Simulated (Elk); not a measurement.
Elk 10.2.4, DFT, PBE, spin-polarised, all-electron FP-LAPW, Elk's shipped species files: a generated cell (prototype structure at a guessed volume, not a measured phase) of NiI2 (space group R3m), 3 atoms, spin-polarised from a ferromagnetic start. Basis and mesh were picked for this test and aren't claimed converged.

* **cell**: 7.06, 7.06, 7.06 Å; 28.7, 28.7, 28.7°
* **task**: ground state
* **xctype**: 20
* **spinpol**: true
* **reducebf**: 0.5
* **swidth**: 0.004 Hartree
* **k mesh (ngridk)**: 8×8×8
* **maxscl**: 100
* **rgkmax**: 7 (default)
* **empty states an atom (nempty)**: 4 (default)
* **epspot (Hartree)**: 1e-06 (default)
* **epsengy (Hartree)**: 0.0001 (default)
* **k-points after symmetry (for each spin)**: 120
* **largest matrix size**: 229
* **valence states**: 74

Settings of this run: mixtype = 3, mixsdb = 5, broydpm = [0.4, 0.15], tefvit = true; 4 threads, 1 BLAS thread.

```tsv
loop	total energy (Hartree)	RMS change in potential
1	-15669.4553424	-
2	-15774.7390111	1.069975821
3	-15785.6648987	1.091918262
4	-15787.6601139	1.099433492
5	-15789.1476711	1.106716549
6	-15778.2538663	1.048467915
7	-15628.8982295	3.302684396
8	-15720.6733411	1.534616794
9	-15845.4292456	0.9335803304
10	-15822.6632150	0.6755089752
11	-15771.8239356	0.4267189661
12	-15752.9090451	0.6140090725E-01
13	-15754.2403127	0.4878862464E-01
14	-15756.6806336	0.1465396815E-01
…	…	…
51	-15759.3295134	0.1083443718E-02
52	-15759.3632968	0.1294394961E-02
53	-15759.3793963	0.1452570215E-02
54	-15759.4213935	0.1615475838E-02
55	-15759.4856314	0.2272513152E-02
56	-15759.1038595	0.1793665962E-02
57	-15759.3644588	0.2090339804E-02
58	-15759.5427968	0.2296470434E-02
…	…	…
93	-15759.5725529	0.1964413740E-02
94	-15759.5580796	0.1954493436E-02
95	-15759.5190452	0.1649734436E-02
96	-15759.3784477	0.1022464513E-02
97	-15759.3445163	0.8566654809E-03
98	-15759.2457086	0.3317222505E-03
99	-15759.2096025	0.1767714680E-03
100	-15759.2971145	-
```

The run ended without self-consistency in 100 loops.

Q: What should be changed so that self-consistency is reached?

A: This is not unique; one that fits is tefvit = false (default) (26 self-consistent loops), all else kept. Counts are of single runs.
